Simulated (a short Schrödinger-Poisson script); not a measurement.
MOS inversion layer, HfO2 on p-type Ge(100)

System: MOS inversion layer, HfO2 on p-type Ge(100), at 300 K.

| layer | material | thickness (nm) | Na (cm⁻³) |
|---|---|---|---|
| 1 | HfO2 | 5.6 | - |
| 2 | Ge | 490 | 7.1e17 |

The device is made up for the run: typed textbook-type constants, with dimensions and the other settings drawn at random. HfO2: permittivity 22, conduction-band edge (eV) 1.5, gap (eV) 5.7, electron mass (mₑ) 0.2. Ge: permittivity 16, conduction-band edge (eV) 0, gap (eV) 0.664, Nv at 300 K (cm⁻³) 6e18.

Channel valleys (confinement mass, in-plane density-of-states mass, number): L4 0.12, 0.295, 4. At the gate the conduction-band edge of layer 1 lies 1.82 eV − eVg above the Fermi level of the channel; the field vanishes at the back. Gaps are held at their typed values at every temperature. Mesh 0.03 nm at interfaces.

Solved with a short Schrödinger-Poisson script written for these runs: 1D Poisson equation in equilibrium, electrons quantum, Hartree (BenDaniel-Duke, 12 states a valley, the channel's in-plane mass for all, wave functions ending at the dielectric), parabolic valleys, classical holes, full ionisation, no traps, pinning or gate leakage.

| Vg (V) | electrons (cm⁻²) | C (μF/cm²) | L4 E0 (meV) | L4 E1 (meV) |
|---|---|---|---|---|
| 0.2 | 2.11e7 | 0.414 | 345.2 | 429.9 |
| 0.25 | 9.37e7 | 0.394 | 306.5 | 395.8 |
| 0.3 | 4.27e8 | 0.377 | 267.1 | 360.7 |
| 0.35 | 1.99e9 | 0.368 | 227.3 | 324.8 |
| 0.4 | 9.28e9 | 0.384 | 187.3 | 288.5 |
| 0.45 | 4.16e10 | 0.495 | 148.4 | 253.1 |
| 0.5 | 1.56e11 | 0.811 | 114.1 | 222.2 |
| 0.55 | 4.16e11 | 1.22 | 88.4 | 199.6 |
| 0.6 | 8.13e11 | 1.53 | 70.6 | 184.9 |
| 0.65 | 1.30e12 | 1.72 | 58.0 | 175.2 |
| 0.7 | 1.85e12 | 1.85 | 48.3 | 168.5 |
| 0.75 | 2.43e12 | 1.94 | 40.6 | 163.6 |
| 0.8 | 3.04e12 | 2.01 | 34.1 | 159.9 |
| 0.85 | 3.68e12 | 2.07 | 28.6 | 157.0 |
| 0.9 | 4.33e12 | 2.11 | 23.6 | 154.7 |
| 0.95 | 4.99e12 | 2.15 | 19.2 | 152.9 |
| 1 | 5.67e12 | 2.18 | 15.2 | 151.4 |
| 1.05 | 6.35e12 | 2.21 | 11.5 | 150.2 |
| 1.1 | 7.05e12 | 2.24 | 8.0 | 149.1 |
| 1.15 | 7.75e12 | 2.26 | 4.8 | 148.2 |
| 1.2 | 8.46e12 | 2.28 | 1.7 | 147.5 |

Subbands count from the Fermi level.

Only the L valleys are kept; under strong confinement the Δ valleys of Ge fill too.
